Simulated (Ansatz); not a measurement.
Several settings converged on YSn3 (P4mm, 4 atoms in the cell)

```
YSn3
1.0
    4.71443     0.00000     0.00000
    0.00000     4.71443     0.00000
    0.00000     0.00000     4.71443
Y Sn
1 3
Cartesian
  0.00000   0.00000   0.05000
  2.35722   2.35722   0.00000
  0.00000   2.35722   2.35722
  2.35722   0.00000   2.35722
```

Base method: LDA (PW92), default PAW files made with PBE (plane waves; Ansatz, a first-principles code).

Base settings: basis.ecutwfc = 420 eV; kpoints.mp_grid.grid = 7 7 7; hamiltonian.xc = lda; hamiltonian.pseudopotentials = {kind: paw} (the program's default PAW files); scf.occupations.method = fermi_dirac; scf.occupations.width = 0.1 eV.

The count of work is k-points × plane waves × bands × iterations; it is no time. 

**The k-point mesh at a smearing width of 0.02 eV**

In this ladder: scf.occupations.width = 0.02 eV.

Only quantities that move along the ladder and can be compared are tabulated.

```tsv
kpoints.mp_grid.grid	free energy less the last step's (meV/atom)	pressure (GPa)	largest difference of a force vector from the last step's (eV/Å)	count of work / last
3 3 3	-23.33	-5.11	0.044	0.017
4 4 4	15.09	-4.26	0.020	0.044
5 5 5	6.98	-4.06	0.002	0.044
6 6 6	0.26	-4.12	0.006	0.099
8 8 8	-1.40	-4.29	0.003	0.22
9 9 9	-0.17	-4.22	0.008	0.22
11 11 11	1.19	-4.33	0.002	0.31
14 14 14	1.62	-4.31	0.001	0.71
17 17 17	0.00	-4.31	0.000	1.0
```

Coarsest kpoints.mp_grid.grid that holds the pressure within 0.2 GPa of the last step, with all finer ones: 6 6 6, at 0.099 of the last step's count of work; the step before is off by 0.25 GPa.

Coarsest kpoints.mp_grid.grid that holds the forces within 0.005 eV/Å of the last step, with all finer ones: 11 11 11, at 0.31 of the last step's count of work; the step before is off by 0.008 eV/Å.

Coarsest kpoints.mp_grid.grid that holds the free energy within 5 meV/atom of the last step, with all finer ones: 6 6 6, at 0.099 of the last step's count of work; the step before is off by 7.0 meV/atom.

**The width of Fermi-Dirac smearing**

In this ladder: kpoints.mp_grid.grid = 12 12 12.

Narrow widths need finer meshes than wide ones, so the last steps can hold mesh noise.

Only quantities that move along the ladder and can be compared are tabulated; pressure and forces are left out, as mesh noise rules them at narrow widths.

| scf.occupations.width | free energy less the last step's (meV/atom) | energy extrapolated to zero width less the last step's (meV/atom) |
|---|---|---|
| 1 eV | -965.95 | 30.40 |
| 0.5 eV | -225.39 | 8.06 |
| 0.3 eV | -78.47 | -1.40 |
| 0.2 eV | -34.48 | -2.16 |
| 0.1 eV | -7.57 | -0.84 |
| 0.05 eV | 0.00 | 0.00 |

State of the energy extrapolated to zero width at the end of the ladder: still drifting one way, by 2.2 meV/atom over the last two steps, so the last step is no safe reference.

Widest scf.occupations.width that holds the free energy within 5 meV/atom: not settled: the last two steps still differ by 7.6 meV/atom, over half the tolerance, so the ladder does not show it.

The extrapolation to zero width removes most of the smearing's effect on the energy.

**The width of cold smearing**

In this ladder: kpoints.mp_grid.grid = 12 12 12; scf.occupations.method = cold.

Narrow widths need finer meshes than wide ones, so the last steps can hold mesh noise.

Only quantities that move along the ladder and can be compared are tabulated; pressure and forces are left out, as mesh noise rules them at narrow widths.

```tsv
scf.occupations.width	free energy less the last step's (meV/atom)
1 eV	-8.29
0.5 eV	-6.17
0.3 eV	-2.91
0.2 eV	-1.30
0.1 eV	-0.24
0.05 eV	0.00
```

Widest scf.occupations.width that holds the free energy within 1 meV/atom of the last step, with all finer ones: 0.1 eV; the step before is off by 1.3 meV/atom.

On the base run: the starting cell comes from a database of computed structures (which also holds hypothetical and non-ambient phases and stackings), without a prior relaxation at this level. Its lattice was rescaled by up to half a per cent. One atom was moved a little off its site on purpose. In the base run, with a pressure of about -4 GPa the cell is away from its equilibrium volume at this level. Ansatz's pressure includes its estimate of the finite-basis (Pulay) stress.

Left out of this page: 4 runs of the series outside the window shown, repeating another row's setting, or not comparable.

Keys are those of Ansatz 0.2.
